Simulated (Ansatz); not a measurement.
## ZnS: isotropic strain −1.06 %

Base system: ZnS in the zinc blende structure (space group F-43m, No. 216; a = 5.443 Å).

Now apply this change: the cell is scaled by 0.9894 in all directions, atoms relaxed at fixed cell.

Level of theory: DFT with PBE, PAW potentials and a 420 eV plane-wave cutoff in Ansatz (a quantum-chemistry and plane-wave program), spin-orbit coupling left out, earlier PAW set. Settings: 10×10×10 k-points, 0.05 eV Fermi–Dirac smearing.

- Volume per atom = 19.53 Å³ (base 20.16 Å³)
- Energy relative to the base (free energy F) = +4.6 meV/atom
- Band gap = 2.15 eV (base 2.01 eV)
- Gap character = direct at Γ (base direct at Γ)
- Mean gap deformation potential ΔEg/Δln V = -4.3 eV
- Width of the top valence band = 2.75 eV (base 2.63 eV)
- Electron mass = 0.17 mₑ (at Γ) (base 0.17 mₑ (at Γ))
- Hole mass (degenerate bands, along [100]) = 0.19, 0.69, 0.69 mₑ (at Γ) (base 0.18, 0.72, 0.72 mₑ (at Γ))
- Valley order (the lowest conduction-band minima on the path, energy above the VBM, named in the base's zone) = Γ 2.15 eV; L along ⟨111⟩ 3.32 eV; X along ⟨100⟩ 3.38 eV (base Γ 2.01 eV; L along ⟨111⟩ 3.26 eV; X along ⟨100⟩ 3.45 eV)

Masses are band curvatures over ±0.01 Å⁻¹ around the edge. No phonon test of stability was made.
